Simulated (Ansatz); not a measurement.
System: interstitial Cu in diamond (charge state +1). Computed with PBE, PAW (plane waves to 420 eV; Ansatz, a first-principles code).

Cell of 64 host sites held at the relaxed PBE lattice; a 2×2×2 k-point mesh shifted by half a step; Fermi-Dirac width 0.01 eV, spin-restricted; finite-size errors left in. Static, classical nuclei. The host's phase is taken as given; its stability against other phases was not computed. The charge state is imposed; whether it is stable for some Fermi level was not computed. Sites that were not tried may lie lower.

Barriers: single points on a 3×3×3 k-point mesh shifted by half a step at the bands' geometries.

The only route run: Cu moves alone to another site; the atom moves 1.55 Å along (-0.25, -0.25, 0.25) of the unit cell; the moving atom starts with neighbours 4 C at 1.74, 6 C at 1.92 Å and ends with 4 C at 1.74, 6 C at 1.92 Å. Its barrier is 0.46 eV. The saddle point's order was not checked, and it lies on a symmetry element of the cell, where a band can be held. The defect has 4 equivalent sites to jump to, 1.53 Å away. Attempt frequency: take 10 THz as a typical guess.

**Question.** Estimate the defect's diffusion coefficient at 600 K, how far it wanders in 1 h, and how much an error of 0.1 eV in the barrier would matter.

**Answer.** kT = 0.0517 eV, so each jump happens at Γ = ν exp(−E/kT) = 1.0e13 × exp(−8.90) ≈ 1.4e+09 s⁻¹. For uncorrelated jumps in a cubic host D = z λ² Γ / 6 = 4 × (1.53e-8 cm)² × 1.4e+09 / 6 ≈ 2.2e-07 cm²/s. The root-mean-square distance is √(6Dt) ≈ 700 µm. An error of 0.1 eV changes D by a factor exp(0.1/kT) ≈ 6.9, and the distance by its square root. This is the isolated defect's own diffusivity; trapping, its concentration and zero-point motion are left out.
